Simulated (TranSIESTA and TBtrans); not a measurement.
Device: Cu chain with one C atom inserted. Leads: straight Cu chain, spacing 2.438 Å. Geometry: 3 atoms about the centre moved by SIESTA (PBE, DZP) to a largest force of 0.02 eV/Å, all others as built, motion along the axis alone. Transport runs along z; the first 6 and the last 6 of the 21 atoms are the lead cells, repeated to infinity.

```xyz
21
Lattice="9.000 0.000 0.000 0.000 9.000 0.000 0.000 0.000 49.922" Properties=species:S:1:pos:R:3 pbc="F F T"
Cu     4.500     4.500     0.000
Cu     4.500     4.500     2.438
Cu     4.500     4.500     4.876
Cu     4.500     4.500     7.314
Cu     4.500     4.500     9.752
Cu     4.500     4.500    12.190
Cu     4.500     4.500    14.628
Cu     4.500     4.500    17.066
Cu     4.500     4.500    19.504
Cu     4.500     4.500    21.936
C      4.500     4.500    23.742
Cu     4.500     4.500    25.546
Cu     4.500     4.500    27.980
Cu     4.500     4.500    30.418
Cu     4.500     4.500    32.856
Cu     4.500     4.500    35.294
Cu     4.500     4.500    37.732
Cu     4.500     4.500    40.170
Cu     4.500     4.500    42.608
Cu     4.500     4.500    45.046
Cu     4.500     4.500    47.484
```

Run with TranSIESTA and TBtrans (open boundaries, self-consistent; PseudoDojo norm-conserving potentials, scalar-relativistic): PAO.BasisSize DZP, PAO.EnergyShift 0.15 eV, XC.Authors PBE, Mesh.Cutoff 200 Ry, ElectronicTemperature 300 K, TS.Voltage 0.0 eV, TBT.Elecs.Eta 0.001 eV, no spin polarisation.

Energies count from the leads' Fermi level. Transmissions are for one spin of a degenerate pair. The energy step is 0.01 eV; narrower resonances are cut or missed.

```csv
E (eV),T
-0.20,0.745
-0.15,0.749
-0.10,0.768
-0.05,0.699
0.00,0.597
0.05,0.570
0.10,0.546
0.15,0.523
0.20,0.502
```

### Question
Give the zero-bias conductance in μS and the resistance at 300 K.

### Answer
At the Fermi level T = 0.597. Averaged with −∂f/∂E over the full grid (kT = 25.9 meV) it is 0.616. With G0 = 2e²/h = 77.48 μS, G = 47.7 μS and R = 1/G = 21.0 kΩ.

### Question
Estimate the thermopower by Mott's formula S = −(π²/3)(kB²T/e) d ln T/dE from the rows at -0.05 and 0.05 eV.

### Answer
d ln T/dE = -2.04 eV⁻¹ and (π²/3) kB²T/e = 7.33 μV/K · eV, so S = 15 μV/K; the full integral gives 13 μV/K. A positive sign means that T falls with energy over the thermal window.

### Question
The eigenchannels at the Fermi level transmit 0.597. What Fano factor of the shot noise follows at low temperature and bias?

### Answer
F = Σ τ(1 − τ)/Σ τ = 0.241/0.597 = 0.40.

The leads' channel count changes near -0.03 eV, within the thermal window, so values at the Fermi level hang on where that band edge falls. The straight chain is held at its spacing; free chains may zigzag or dimerise. No spin-polarised start was tried, so a magnetic state, if there is one, is missed.
